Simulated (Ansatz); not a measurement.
# Short convergence ladders for Mg (P-3m1, 2 atoms in the cell)

```
CELL_PARAMETERS angstrom
      1.60018    -2.77160     0.00000
      1.60018     2.77160     0.00000
      0.00000     0.00000     5.19437
ATOMIC_POSITIONS crystal
  Mg 0.33333 0.66667 0.25963
  Mg 0.66667 0.33333 0.75000
```

Base method: LDA (PW92), default PAW files made with PBE (plane waves; Ansatz, a first-principles code).

Base settings: basis.ecutwfc = 30.9 Ry; kpoints.mp_grid.grid = 12 12 7; hamiltonian.xc = lda; hamiltonian.pseudopotentials = {kind: paw} (the program's default PAW files); scf.occupations.method = fermi_dirac; scf.occupations.width = 0.0073 Ry.

The count of work is k-points × plane waves × bands × iterations; it is no time. 

**The cutoff for other potential files**

Level: DFT, LDA (PW92), plane waves, harder PAW files (source: ansatz) made with PBE.

In this ladder: hamiltonian.pseudopotentials = {kind: paw, source: ansatz}.

The second cell is the first with its lattice scaled by 0.98.

The mesh stays at the base's, so the ladder's end is converged at best in this setting alone.

The first pressure column holds Ansatz's estimate of the finite-basis (Pulay) stress, which hides part of the cutoff error; the other is without it.

Only quantities that move along the ladder and can be compared are tabulated.

| basis.ecutwfc | free energy less the last step's (meV/atom) | energy of the compressed cell less the first (meV/atom) | pressure (GPa) | pressure without the Pulay estimate (GPa) | largest difference of a force vector from the last step's (eV/Å) | count of work / last |
|---|---|---|---|---|---|---|
| 20.6 Ry | 9817.45 | -23.24 | -4.97 | -350.17 | 0.008 | 0.11 |
| 25 Ry | 1927.22 | -3.50 | -2.24 | -84.83 | 0.044 | 0.14 |
| 32 Ry | 134.41 | -10.37 | -2.21 | -10.18 | 0.001 | 0.21 |
| 38.6 Ry | 7.51 | -9.85 | -2.16 | -2.79 | 0.000 | 0.27 |
| 45.6 Ry | 0.82 | -9.86 | -2.16 | -2.18 | 0.000 | 0.36 |
| 54.8 Ry | 0.41 | -9.86 | -2.16 | -2.17 | 0.000 | 0.46 |
| 68.4 Ry | 0.15 | -9.86 | -2.16 | -2.17 | 0.000 | 0.64 |
| 91.1 Ry | 0.00 | -9.86 | -2.16 | -2.16 | 0.000 | 1.0 |

Coarsest basis.ecutwfc that holds the free energy within 0.5 meV/atom of the last step, with all finer ones: 54.8 Ry; the step before is off by 0.82 meV/atom.

Coarsest basis.ecutwfc that holds the pressure without the Pulay estimate within 1 GPa of the last step, with all finer ones: 38.6 Ry, at 0.27 of the last step's count of work; the step before is off by 8.0 GPa.

Coarsest basis.ecutwfc that holds the forces within 0.02 eV/Å of the last step, with all finer ones: 32 Ry, at 0.21 of the last step's count of work; the step before is off by 0.044 eV/Å.

The energy difference between the two cells stays within 1 meV/atom of the last step's from 32 Ry on, the total only from 45.6 Ry on: much of the error is common to both cells and cancels.

At the lowest cutoff the pressure without the Pulay estimate lies 348 GPa under the last step's, the usual sign of Pulay stress in an incomplete plane-wave basis.

**The relaxed cell against the cutoff**

On Mg (P6_3/mmc, 2 atoms in the cell): atoms on their sites.

In this ladder: relax = cell and atoms.

The mesh stays at the base's, so the ladder's end is converged at best in this setting alone.

Only quantities that move along the ladder and can be compared are tabulated.

| basis.ecutwfc | relaxed volume (Å³/atom) | relaxation steps |
|---|---|---|
| 15.4 Ry | 21.701 | 48 |
| 18.4 Ry | 21.613 | 18 |
| 21.7 Ry | 21.620 | 9 |
| 26.1 Ry | 21.625 | 7 |
| 30.9 Ry | 21.620 | 5 |
| 37.1 Ry | 21.619 | 5 |
| 46.3 Ry | 21.619 | 5 |
| 61.7 Ry | 21.619 | 5 |

Coarsest basis.ecutwfc that holds the relaxed volume within 0.043 Å³/atom of the last step, with all finer ones: 18.4 Ry; the step before is off by 0.082 Å³/atom.

At the lowest cutoff the cell relaxes to a volume 0.4 % larger than at the highest. Ansatz relaxes on a stress corrected for the finite basis.

On the base run: the starting cell has typed, rounded lattice constants, without a prior relaxation at this level. Its lattice was rescaled by up to half a per cent. One atom was moved a little off its site on purpose.

Keys are those of Ansatz 0.2.
